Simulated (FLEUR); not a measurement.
Band structure of CoSn (P6/mmm, 6 atoms in the cell).

```
CELL_PARAMETERS angstrom
      5.24761     0.00000     0.00000
     -2.62381     4.54457     0.00000
      0.00000     0.00000     4.18885
ATOMIC_POSITIONS crystal
  Co 0.00000 0.50000 0.00000
  Co 0.50000 0.00000 0.00000
  Co 0.50000 0.50000 0.00000
  Sn 0.66667 0.33333 0.50000
  Sn 0.33333 0.66667 0.50000
  Sn 0.00000 0.00000 0.00000
```

Method: PBE, all-electron FLAPW (FLEUR), scalar-relativistic valence.

Settings: Kmax = 3.5 1/bohr; GmaxXC = 12.2 1/bohr; xcFunctional = pbe; jspins = 1; l_soc = F; mode = hist; fermiSmearingEnergy = 0.00367493 Htr; mesh (inpgen div1-3) = 6 6 7; inpgen gamma flag = true; Gmax = 12.2 1/bohr; numbands = 0; maxIterBroyd = 40; imix = Anderson; alpha = 0.05.

The starting cell comes from a database of computed structures (which also holds hypothetical and non-ambient phases and stackings), without a prior relaxation at this level. Its lattice was rescaled by a random factor within 2.5 % of one. Spin polarisation is off. Values depend on the basis (sphere radii, cutoffs, local orbitals), which need not be converged.

Levels in eV from the Fermi level, bands 41 to 48:
```json
[
 {"point": "Γ", "41": "-0.53", "42": "-0.50", "43": "-0.50", "44": "0.43", "45": "0.57", "46": "1.33", "47": "1.33", "48": "2.93"},
 {"point": "M", "41": "-0.53", "42": "-0.51", "43": "0.65", "44": "0.97", "45": "1.67", "46": "1.77", "47": "2.54", "48": "3.34"},
 {"point": "K", "41": "-0.69", "42": "-0.29", "43": "1.05", "44": "1.31", "45": "1.31", "46": "1.83", "47": "1.83", "48": "2.39"},
 {"point": "A", "41": "-0.60", "42": "-0.58", "43": "-0.58", "44": "-0.51", "45": "-0.51", "46": "-0.19", "47": "0.44", "48": "1.28"},
 {"point": "L", "41": "-0.78", "42": "-0.59", "43": "-0.52", "44": "-0.52", "45": "-0.23", "46": "0.38", "47": "1.20", "48": "4.01"},
 {"point": "H", "41": "-0.86", "42": "-0.71", "43": "-0.71", "44": "-0.57", "45": "-0.23", "46": "1.26", "47": "3.43", "48": "3.43"}
]
```
